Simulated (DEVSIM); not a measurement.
System: Schottky contact on n-type β-Ga2O3, at 400 K.

Layer 1 from the left is β-Ga2O3, thickness (μm) 8.60, Nd (cm⁻³) 1.5e16, τn (s) 6.1e-8, τp (s) 6.1e-8.

Left contact: Schottky, work function 5.67 eV, emission velocity 4.3e6 cm/s. Right contact: ohmic. Voltage is applied to the left contact. Recombination: SRH at mid-gap, radiative, Auger. Mobility is μmin + (μ − μmin)/(1 + (N/Nref)^α).

This is a model device: material constants are rounded textbook-type values typed into the input, and sizes, dopings and lifetimes were drawn at random. Values at 300 K; Nc and Nv go as T^1.5, mobilities as T to minus their exponent, the gap by Varshni's rule with the affinity fixed.

β-Ga2O3: gap (eV) 4.8, affinity (eV) 4, permittivity 10, Nc (cm⁻³) 3.7e18, Nv (cm⁻³) 5e20, μn (cm²/Vs) 160, μp (cm²/Vs) 1, μn,min 20, μp,min 0.1, Nref,n 1e18, Nref,p 1e18, αn 0.8, αp 0.8, T exponent of μn 1.8, T exponent of μp 1.5, B (cm³/s) 1e-12, Cn (cm⁶/s) 1e-31, Cp (cm⁶/s) 1e-31, Varshni α (eV/K) 0.0004, Varshni β (K) 600.

DEVSIM, 1D drift-diffusion, Boltzmann statistics, complete ionisation; no tunnelling, impact ionisation, image-force lowering or self-heating. Metal contacts follow the ideal Schottky-Mott rule: no Fermi-level pinning, no interface dipoles.

Dark forward current:

```csv
|V| (V),|J| (A/cm²)
0.15,1.749e-13
0.20,7.481e-13
0.25,3.173e-12
0.30,1.343e-11
0.35,5.680e-11
0.40,2.400e-10
0.45,1.013e-9
0.50,4.277e-9
0.55,1.803e-8
0.60,7.596e-8
0.65,3.196e-7
0.70,1.343e-6
0.75,5.638e-6
0.80,2.362e-5
0.85,9.875e-5
0.90,0.0004118
0.95,0.001712
1.00,0.007084
1.05,0.02911
1.10,0.1179
1.15,0.4601
1.20,1.623
1.25,4.636
1.30,10.11
1.35,17.65
1.40,26.59
```

Question: Work out the local ideality factor n = ΔV / (kT/q · ln(J2/J1)) between the rows 0.15 and 0.20 V, 1.35 and 1.40 V.

Answer: kT/q = 34.47 mV. From 0.15 to 0.20 V: ln(7.481e-13/1.749e-13) = 1.453, n = 1.00, near the 1 of diffusion or emission over a barrier. From 1.35 to 1.40 V: ln(26.59/17.65) = 0.410, n = 3.54; the layers' resistance at their doping, Σ W/(qμN) = 0.0039 Ω cm², would take 35 mV of this step of 50 mV.

Question: Estimate the current at 0.60 V for emission alone, J0 = q v N_band exp(−φB/kT), and read the barrier back from the simulated current.

Answer: φB = 1.670 eV, N_band = 5.70e18 cm⁻³, J0 = 3.57e-15 A/cm²; J = J0 (exp(qV/kT) − 1) = 1.30e-7 A/cm². The simulation gives 7.60e-8 A/cm²; the estimate lies 71 % above. Read backwards, the simulated current gives an apparent barrier of 1.688 eV. The estimate leaves out transport through the depletion region and minority injection.
